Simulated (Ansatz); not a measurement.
**What biaxial strain +2.50 %, plane normal [111], relaxed out of plane does to Sn**

The reference is Sn in the diamond structure (space group Fd-3m, No. 227; a = 6.474 Å; relaxed with 0.1 eV smearing). Axes: x, y, z lie along the cube axes.

Modification: tensile biaxial strain of 2.50 % in the plane normal to [111], as in epitaxy on a mismatched substrate; the out-of-plane cell vector and the atoms relax.

Computed with LDA in Ansatz (plane waves to 420 eV, PAW, no spin-orbit coupling). Γ-centred 16×16×16 mesh, Fermi–Dirac width 0.1 eV.

The volume per atom grows by 1.167 Å³ (33.93 Å³ → 35.09 Å³) and the shortest interatomic distance goes up by 0.0087 Å to 2.812 Å. The energy grows by 12 meV/atom and the band gap stays zero. The out-of-plane strain comes out as -1.55 % and the ratio −ε⊥/ε∥ is 0.62. The mean in-plane stress (compression positive) comes out as -2.1 GPa.

Stability against distortions was not tested.

Ansatz is a quantum-chemistry and plane-wave program.
